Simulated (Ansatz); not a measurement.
HfBN (model structure, P-6m2, No. 187, 3 atoms in the cell), treated with LDA (PAW; Ansatz, a quantum-chemistry and plane-wave program).

Run with plane-wave cutoff 520 eV, 24×24×14 k mesh (along the axes of the cell as run), Fermi–Dirac smearing 0.05 eV, scalar-relativistic PAW data made under PBE.

Cell (relaxed at this level):

```cif
data_BHfN
_chemical_formula_sum 'Hf1 B1 N1'
_space_group_name_H-M_alt 'P 1'
_space_group_IT_number 1
_cell_length_a 2.71033
_cell_length_b 2.71033
_cell_length_c 4.72280
_cell_angle_alpha 90.000
_cell_angle_beta 90.000
_cell_angle_gamma 120.000
loop_
_space_group_symop_operation_xyz
  'x, y, z'
loop_
_atom_site_label
_atom_site_type_symbol
_atom_site_fract_x
_atom_site_fract_y
_atom_site_fract_z
_atom_site_occupancy
Hf1 Hf 0.00000 0.00000 0.00000 1
B1 B 0.33333 0.66667 0.50000 1
N1 N 0.66667 0.33333 0.50000 1
```

**Question.** Give the computed bulk modulus.

**Answer.** 
* **bulk modulus**: 78.2 GPa

The run finds no gap.

Note: the bulk modulus is −V dP/dV from two relaxed cells at ±2 % in volume; the relaxation could raise the start's symmetry but not lower it, so the cell can be a saddle point.

Spin–orbit coupling is not included; it can open a gap where bands touch, and shift volumes and moduli.

Computed values are for the static lattice.

A model structure was made by putting elements into a prototype or built by hand; it is no filed structure, need not be a known phase, and can be a saddle point held by its symmetry.
